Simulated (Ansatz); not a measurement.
**rock-salt TiN (1 1 0) on tetragonal HfO2 (1 0 0), one O vacancy in the substrate at each interface (film strained to the substrate, started from cuts of the bulks and a machine-learned relaxation; slabs Hf16O30 and N18Ti18, which can lie off the formulas)**

A periodic stack without vacuum, rock-salt TiN (1 1 0) on tetragonal HfO2 (1 0 0), one O vacancy in the substrate at each interface (film strained to the substrate, started from cuts of the bulks and a machine-learned relaxation; slabs Hf16O30 and N18Ti18, which can lie off the formulas): substrate slab Hf16O30, film N18Ti18, surface cells [[0, -1], [2, 0]] and [[1, -1], [1, 2]], film strained by -2.0 and +1.2 %, outermost planes HfO/HfO and NTi/NTi as cut, which need not be the usual terminations and can put a slab off its formula.

The start was prepared with a machine-learned potential, and the result is one local minimum, with the in-plane cell held and forces under 0.04 eV/Å; the film can end far from its bulk form.

These are PBE (plane waves to 420 eV, PAW; Ansatz, a first-principles code) values and carry that method's errors. Scalar-relativistic, without spin–orbit coupling; the runs are not spin-polarised; PBE gaps are too small against experiment. Its k-point mesh 5×4×1, Fermi–Dirac width 0.05 eV.

interface area: 37.9 Å²
period: 24.31 Å
heights between the nearest atoms of the two slabs at the two interfaces: 1.60 and 1.41 Å
Hf–Ti contacts across the interfaces within 1.22 times the sum of covalent radii: 21, mean 3.35 Å
Hf–N contacts across the interfaces within 1.22 times the sum of covalent radii: 6, mean 2.30 Å
O–Ti contacts across the interfaces within 1.22 times the sum of covalent radii: 5, mean 2.18 Å

```xyz
82
Lattice="5.2629 0.0016 -0.1090 0.0015 7.2066 0.1805 -0.5115 3.9301 24.4324" Properties=species:S:1:pos:R:3 pbc="T T T"
Hf     2.5472     2.5865     0.9218
Hf     1.3965     5.6458     0.6104
Hf     0.2091     7.8560     2.7764
Hf    -0.4840     4.3852     2.7180
O      3.2880     4.5477     1.0896
O      1.4539     7.7893     1.0154
O      0.6341     3.6836     0.9963
O      4.2075     2.1895     2.1427
O      4.0268     6.3218     2.9955
O      1.7089     2.0913     2.8054
O      1.2381     5.8025     2.8018
Hf     2.1897     2.4636     4.7354
Hf     2.5470     6.1479     4.5084
Hf    -0.4621     7.9027     6.4774
Hf    -0.2655     4.1703     6.2098
O      3.3700     8.0111     4.8658
O      3.3052     4.1363     4.2878
O      0.8171     7.7033     4.7927
O      0.5361     3.7253     4.4196
O      3.7421     2.5237     6.5077
O      4.1460     5.9627     6.0041
O      1.1119     2.3475     6.5592
O      1.5583     5.4313     6.2877
Hf     2.3803     2.0121     8.2532
Hf     1.9153     5.7912     8.2706
Hf    -0.2479     7.5648    10.1578
Hf    -0.7365     4.1937     9.9576
O      3.2933     7.4038     8.0716
O      2.7940     4.0409     8.6796
O      0.6463     7.4974     8.2433
O      0.1838     4.4642     8.2219
O      4.1229     2.1353     9.5247
O      3.6695     6.0041    10.5046
O      1.5293     1.6644    10.0586
O      1.0383     5.7934    10.2498
Hf     1.6902     2.1243    12.0591
Hf     2.1400     6.0441    12.1206
Hf    -0.4645     7.2527    14.2261
Hf    -0.6703     3.9797    13.3638
O      3.0858     7.8560    12.6347
O      2.8697     3.8668    12.0907
O      0.4779     7.5795    12.1249
O      0.2063     3.4545    11.5579
O      3.3709     5.6475    14.0077
O      0.4095     9.4181    13.9636
O      0.6336     5.4417    13.3106
N      2.0836     3.5783    15.8810
N      0.3061     6.0579    15.9117
N      3.8314     8.2961    15.7673
N      4.7378     3.5385    17.2069
N      2.9680     5.9451    17.3404
N      1.2332     8.3613    17.4068
N      3.8945     8.3141    18.8876
N      2.1269     3.5024    18.7980
N      0.3786     5.9003    18.9042
N      1.2913     8.2643    20.4165
N      4.7972     3.4758    20.2352
N      3.0413     5.8609    20.3680
N      0.4188     5.8389    21.9210
N      3.9541     8.2165    21.9068
N      2.2281     3.4285    21.7992
N      3.0745     5.8228    23.4879
N      1.3644     8.2320    23.3285
N      4.8778     3.3017    23.2318
Ti     2.9951     9.5287    17.3391
Ti     1.2010     4.7693    17.2366
Ti     4.7475     7.1412    17.3441
Ti     3.7605     4.7553    15.9300
Ti     2.1028     7.1854    16.0369
Ti     0.3612     9.6172    16.0278
Ti     4.7903     7.0520    20.3777
Ti     3.0540     9.4640    20.4622
Ti     1.2813     4.6761    20.3474
Ti     0.3931     9.5075    18.9319
Ti     3.8743     4.6959    18.7920
Ti     2.1312     7.1122    18.8708
Ti     1.3477     4.5894    23.2159
Ti     4.8289     7.0153    23.2746
Ti     3.1407     9.3960    23.3609
Ti     2.1874     7.0330    21.9497
Ti     0.4465     9.4251    21.9365
Ti     3.9588     4.6211    21.9218
```
